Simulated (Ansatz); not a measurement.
We consider KPbI3 (model structure, started from the cubic perovskite type, Pm-3m, No. 221, 5 atoms in the cell), described by HSE06 (PAW; Ansatz, a program for electronic structure).

Settings: plane-wave cutoff 460 eV, 4×4×4 k mesh, Fermi–Dirac smearing 0.01 eV, scalar-relativistic PAW data made under PBE.

Cell (relaxed with PBEsol):

```yaml
crystal:
  lattice:
    - [6.23083, 0.00000, 0.00000]
    - [0.00000, 6.23083, 0.00000]
    - [0.00000, 0.00000, 6.23083]
  atoms:
    - { symbol: K, position: [0.00000, 0.00000, 0.00000] }
    - { symbol: Pb, position: [0.50000, 0.50000, 0.50000] }
    - { symbol: I, position: [0.00000, 0.50000, 0.50000] }
    - { symbol: I, position: [0.50000, 0.50000, 0.00000] }
    - { symbol: I, position: [0.50000, 0.00000, 0.50000] }
```

Task: Estimate the band gap and direct gap at Γ that the calculation returns.

Result: 
- band gap = 1.71 eV (on the SCF k mesh)
- direct gap at Γ = 4.76 eV

Note: the relaxation could raise the start's symmetry but not lower it, so the cell can be a saddle point; cell and atoms aren't relaxed at this level (pressure 0.9 GPa).

Spin–orbit coupling is not included; with these elements it can move the gap by several tenths of an eV or more.

Static lattice: no zero-point or thermal effects.

It cost about 4 core-minutes (a rough figure) of CPU time.

A model structure was made by putting elements into a prototype or built by hand; it is no filed structure, need not be a known phase, and can be a saddle point held by its symmetry.
